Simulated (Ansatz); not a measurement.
The starting structures come from a database of crystals and need not be the phases stable at ambient conditions.

Crystal: SnS2 (P6_3mc, not sure to be the ambient phase, 6 atoms a cell, 22.6 Å³ an atom); planes in its conventional cell.

Computed with PBEsol (plane waves, PAW; Ansatz, a first-principles code).

The gap is the functional's own. No spin-orbit coupling. Mid-gap values are interpolated on the energy grid.

```csv
plane,area of the cell (Å²),mid-gap κ (1/Å),largest κ in the gap (1/Å)
(001),11.7,0.12,0.13
(100),42.7,(withheld),(withheld)
```

Q: The slowest decay depends on the direction. Supply the withheld values.

A: 
- (100), mid-gap κ (1/Å): 0.16
- (100), largest κ in the gap (1/Å): 0.16
